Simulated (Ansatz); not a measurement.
For CaZrN2 (R-3m, No. 166, 4 atoms in the cell; start mp-1029267), PBEsol (plane waves, PAW; Ansatz, a program for electronic structure) gives:

- lattice constant a = 3.286 Å
- lattice parameter c = 16.668 Å
- bulk modulus = 175 GPa
- cohesive energy = 6.61 eV/atom
- band gap = 0.37 eV

Question: What does r²SCAN in Ansatz (PAW) give for the same quantities?

Answer: 
- lattice constant a: 3.310 Å (goes up by 0.7 %)
- lattice parameter c: 16.790 Å (grows by 0.7 %)
- bulk modulus: 175 GPa (is nearly the same)
- cohesive energy: 6.10 eV/atom (falls by 0.51 eV/atom)
- band gap: 0.83 eV (increases by 0.46 eV)

Changes are worked out from the printed values.

Unless a cell is named, each level is at its own relaxed cell (PBEsol 12.99, r²SCAN 13.27 Å³/atom).

Spin–orbit coupling is included only where a level's name says +SOC; with heavier elements it mostly lowers gaps and can invert bands. Density-functional gaps are differences of (generalised) Kohn–Sham levels.

Caveats: the bulk modulus is −V dP/dV from two relaxed cells at ±2 % in volume (PBEsol, r²SCAN); the relaxation could not lower the start's symmetry, so the cell can be a saddle point above a distorted one (PBEsol, r²SCAN). Ansatz's density-functional and Hartree–Fock values are scalar-relativistic unless marked +SOC, with PAW data made under PBE.

A start named mp-… is a Materials Project structure, which need not be a measured phase.
